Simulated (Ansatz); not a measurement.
Take MoSi₂ (space group I4/mmm, No. 139; a = 3.1902 Å, c = 7.8206 Å) as the base.

Perturbation: Zr takes the place of Mo on all its sites, then cell and atoms are relaxed.

Levels (all Ansatz, a quantum-chemistry and plane-wave program, PAW): PBEsol (420 eV, no SOC); r2SCAN (500 eV, scalar-relativistic without spin-orbit coupling).

The geometry is relaxed with PBEsol.

```
Quantity          Result
---------------  -------
PBEsol pressure  0.0 GPa
```

Task: Predict the pressure from r2SCAN.

Result: The pressure goes from zero to 2.7 GPa.

Single points use the geometry relaxed with PBEsol. Their cutoffs differ, which shifts pressures a little. No phonon test of stability was made. As relaxed here, ZrSi2 is a hypothetical phase, not in the database extracts checked. The final runs are not spin-polarised. ZrSi2 has a high density of states at the Fermi level and may be magnetic at this level.
